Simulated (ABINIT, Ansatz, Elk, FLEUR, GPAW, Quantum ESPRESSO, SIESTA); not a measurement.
## Code comparison for CsSbO₃ (Pm-3m, 5 atoms in the cell)

Self-consistent single point, at a second geometry (lattice scaled by 0.98). First geometry:

```
CsSbO3
1.0
    4.21598     0.00000     0.00000
    0.00000     4.21598     0.00000
    0.00000     0.00000     4.21598
Cs Sb O
1 1 3
Direct
  0.00000   0.00000   0.00000
  0.50000   0.50000   0.50000
  0.50000   0.50000   0.00000
  0.00000   0.50000   0.50000
  0.50000   0.00000   0.50000
```

Shared settings, as Ansatz (a program for electronic structure) writes them: kpoints.mp_grid.grid = 8 8 8; scf.occupations.method = fermi_dirac; scf.occupations.width = 0.1 eV. Potentials and cutoffs stand in the table.

| code | model | ΔF from the first geometry (meV/atom) | cutoff |
|---|---|---|---|
| GPAW | PBEsol, GPAW PAW datasets PBEsol (made by gpaw-setup) | -20.0 | 900 eV |
| Ansatz | PBEsol, PAW files made with PBE | -16.3 | default |
| Elk | PBEsol, all-electron FP-LAPW, Elk's shipped species files, APW+lo basis with extra local orbitals | -13.5 | rgkmax 8 |
| SIESTA | GGA PBEsol, numerical atomic orbitals TZP, PseudoDojo PBEsol standard norm-conserving potentials (rewritten from UPF to PSML) | -4.1 | grid 300 Ry |
| FLEUR | PBEsol, all-electron FLAPW (FLEUR), scalar-relativistic valence | -18.6 | Kmax 4.5 1/bohr |
| Quantum ESPRESSO | PBEsol, GBRV 1.5 ultrasoft (PBESOL) pseudopotentials | -13.5 | 40 Ry |
| ABINIT | PBEsol, norm-conserving pseudopotentials (PseudoDojo nc-sr-04 PBEsol standard) | -17.5 | 84 Ry |

No clean gap comes from GPAW, Ansatz, Elk, SIESTA, Quantum ESPRESSO and ABINIT: levels at the Fermi energy touch, overlap or are partly filled at this smearing.

On Ansatz's run: spin-orbit coupling is off.

The spread over the programs that give each value: ΔF from the first geometry within 15.9 meV/atom.

SIESTA uses small atom-centred bases, whose incompleteness enters pressures, forces and empty levels differently from a plane-wave cutoff. Elk and FLEUR treat all electrons, but the usual bases taken here (sphere radii, linearisation, local orbitals, empty states) were not tested for convergence, so the values are no reference for the others. In the pressure, SIESTA (by 2.07) lies more than 1 GPa from the median of the plane-wave programs.

The starting cell comes from a database of computed structures (which also holds hypothetical and non-ambient phases and stackings), without a prior relaxation at this level. Its lattice was rescaled by a random factor within 2.5 % of one. For this run, on top of that: lattice scaled by 0.98.

Keys are those of Ansatz 0.2.
